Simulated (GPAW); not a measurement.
**Sensitivity of a calculation on TaAgS3 (Cmcm, 10 atoms in the cell) to its settings**

```xyz
10
Lattice="1.6878 -7.0304 0.0000 1.6878 7.0304 0.0000 0.0000 0.0000 7.7486" Properties=species:S:1:pos:R:3 pbc="T T T"
Ta     1.6878    -3.3451     1.9371
Ta     1.6878     3.3451     5.8114
S      1.6878     5.5259     1.9371
S      1.6878    -5.5259     5.8114
Ag     0.0000     0.0000     3.8743
Ag     0.0000     0.0000     0.0000
S      1.6878     2.4185     3.2932
S      1.6878    -2.4185     7.1675
S      1.6878    -2.4185     4.4554
S      1.6878     2.4185     0.5811
```

Base run A: PBEsol, GPAW PAW datasets PBEsol (made by gpaw-setup) (GPAW 25.7.0), self-consistent single point.

Its settings: mode = pw; ecut = 550 eV; xc = PBEsol; kpts = 7 7 3; mesh shift (steps) = 0 0 0; occupations.name = methfessel-paxton; occupations.width = 0.136 eV; occupations.order = 0; nbands = -16; convergence.forces = 0.001 eV/Å; symmetry.symmorphic = false; symmetry.tolerance = 0.0005; maxiter = 100.

The starting cell comes from a database of published, mostly measured structures (it also holds non-ambient and calculated ones), without a prior relaxation at this level. Spin polarisation is off.

ΔF is the free energy per atom less that of run A. 

Run A gave: pressure (GPa) -1.67; largest force (eV/Å) 0.714; k-points 32.

Runs:
- B: kpts: 7 7 3 → 6 6 3; occupations.width: 0.136 eV → 0.03 eV
- C: kpts: 7 7 3 → 3 3 2
- D: kpts: 7 7 3 → 6 6 3; kpts_shift: 0 0 0 → 0.5 0.5 0.5
- E: eigensolver: default → {name: davidson, niter: 3}
- F: mixer.beta: default → 0.05; mixer.weight: default → 200
- G: dedecut: default → estimate

Q: What does run G change against A?

A: The free energy hardly moves (within 1 meV/atom), the pressure goes from -1.67 to -1.42 GPa and the largest force stays at 0.714 eV/Å.

```csv
run,ΔF (meV/atom),pressure (GPa),largest force (eV/Å),k-points
A,0.00,-1.67,0.714,32
B,0.50,-1.67,0.722,26
C,20.6,-1.47,0.617,8
D,-0.62,-1.68,0.711,24
E,0.00,-1.66,0.715,32
F,0.00,-1.67,0.714,32
G,0.00,-1.42,0.714,32
```
